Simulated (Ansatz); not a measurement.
# A computed series for hypothetical CdI2 type TeS2: response to strain

Take TeS2 in the CdI2 type structure (space group P-3m1, No. 164; a = 3.744 Å, c = 5.460 Å; a hypothetical phase, not in the database extracts checked; layered; relaxed with 0.1 eV smearing) as the base. Axes: x lies along a and z along c of the hexagonal cell.

Strains are applied to the cell and any free atomic positions relax.

Calculations: plane-wave PAW DFT at the PBEsol-D3(BJ) level (Ansatz, a program for electronic structure, 420 eV), without spin-orbit coupling.

Candidates:
(a) isotropic strain +0.84 %
(b) isotropic strain +2.15 %
(c) strain tensor (xx, yy, zz, yz, xz, xy) = (−2.04, −1.44, +1.81, +0.75, −1.40, +0.92) %

Notes on the quantities. energy relative to the base: free energy F.

Problem. Order them by energy relative to the base, lowest first.

Solution. (a) isotropic strain +0.84 % (+2.0 meV/atom), (c) strain tensor (xx, yy, zz, yz, xz, xy) = (−2.04, −1.44, +1.81, +0.75, −1.40, +0.92) % (+9.3 meV/atom), (b) isotropic strain +2.15 % (+12 meV/atom)

Stability against distortions was not tested. All final runs are without spin polarisation.
